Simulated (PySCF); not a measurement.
PySCF 2.14.0, WB97X/def2-svp, df: Si(Cl)(Br)(Me)(NH2) (C[Si](N)(Cl)Br), 10 atoms. The geometry is a generated start, not checked to be a minimum at this level.

```
Quantity                       Value
-------------------  ---------------
task                          energy
method                         wb97x
basis                       def2-svp
two-electron scheme  density fitting
mol.max_memory               3000 MB
mf.max_cycle                     100
mf.init_guess        minao (default)
mf.conv_tol          1e-09 (default)
mf.grids.level           3 (default)
basis functions                  121
grid points                   135544
```

```xyz
10

C      1.3388    -0.2626     0.5053
Si    -0.2505     0.5423    -0.1465
N     -1.5289    -0.4805    -0.6497
Cl     0.1689     1.7819    -1.6865
Br    -1.1533     1.6450     1.5592
H      1.1329    -0.9195     1.3467
H      1.8264    -0.8525    -0.2652
H      2.0509     0.4861     0.8442
H     -2.1010    -0.9701     0.0179
H     -1.4842    -0.9702    -1.5253
```

With the defaults (mf.diis = true, mf.level_shift = 0, mf.damp = 0, mf.diis_start_cycle = 1, mf.diis_space = 8, newton = off, mf.diis_damp = 0, mf.DIIS = CDIIS) it converges in 12 Fock builds. One run each on 2 threads, 1 BLAS thread, with these changes:
- newton = Hessian by the SCF's own integrals
- mf.diis_space = 5
- mf.damp = 0.3, mf.diis_start_cycle = 4
- mf.DIIS = ADIIS
- mf.level_shift = 1 Hartree
- mf.diis = false
- mf.diis_space = 3
- mf.diis_damp = 0.3
- mf.diis_space = 20

**Question.** Name the settings that don't reach the solution of the defaults.

**Answer.** No convergence: mf.diis = false (the run ends without SCF convergence in 100 cycles). The rest reach the solution of the defaults.

```csv
setting,Fock builds,end
the defaults,12,same solution
"mf.damp = 0.3, mf.diis_start_cycle = 4",12,same solution
mf.diis_space = 5,12,same solution
mf.diis_space = 20,12,same solution
mf.diis_damp = 0.3,12,same solution
mf.diis_space = 3,14,same solution
mf.DIIS = ADIIS,15,same solution
mf.level_shift = 1 Hartree,24,same solution
newton = Hessian by the SCF's own integrals,26,same solution
mf.diis = false,101,no convergence
```

Under newton the count holds the products with the orbital Hessian.
